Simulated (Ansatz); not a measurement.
**C_N (beta Si3N4 host)**

The numbers are results of PBE, PAW (plane waves to 420 eV; Ansatz, a quantum-chemistry and plane-wave program), not measurements. A 1×1×3 supercell of 84 sites was used; the energies come from a 2×2×2 shifted sampling of its zone. Site at the start: the N(2,3-fold) site. Energies of charged states are corrected for periodic images (point charge plus alignment at distant sites). Dielectric constants: PBE linear response of the host. Host gap at this level: 4.25 eV. These values are not converged in cell size to better than tenths of an eV. PBE underestimates the host's gap, which shifts levels and can delocalise carriers. Spin–orbit coupling is left out. Each state is the lowest found from its start.

Formation energies E_f are given with the Fermi level at the valence-band maximum. Chemical conditions: Si-rich (Δμ(N) = -1.86 eV, Δμ(C) = -0.41 eV, bounded by 6H silicon carbide; only phases computed here count, gases as isolated molecules at 0 K). Reference phases: C: graphite, N: N2 molecule in a box.

```
charge                 moment (μB)  largest move off a lattice site (Å)  image correction with alignment (eV)  E_f, Si-rich (eV)  above the lowest spin state (eV)
------  --------------------------  -----------------------------------  ------------------------------------  -----------------  --------------------------------
+1*     0 in all, 0.26 on one atom                                 0.10                                     –                  –                              0.00
+1†             not spin-polarised                                 0.10                                  0.16                  –                              0.04
0                              1.0                                 0.08                                  0.00               2.04                              0.00
−1              not spin-polarised                                 0.07                                  0.23               3.14                              0.00
```

* At this level the carrier isn't localised at the defect: at charge +1 holes occupy the valence band. Such a state is shallow or no state of the defect, and this cell gives it no level.

† A higher spin state that isn't settled.

Starting moments that weren't kept: charge +1 began with 2 μB and ended with 0.0.

Transition levels above the valence-band maximum: ε(0/−1) = 1.09 eV. On the lower envelope of the bound states, inside the gap: (0/−1) at 1.09 eV.

Flagged in the runs: a doubtful potential alignment, a host whose relaxation on this sampling wasn't shown to rest.

All states together cost roughly 100 core-minutes.
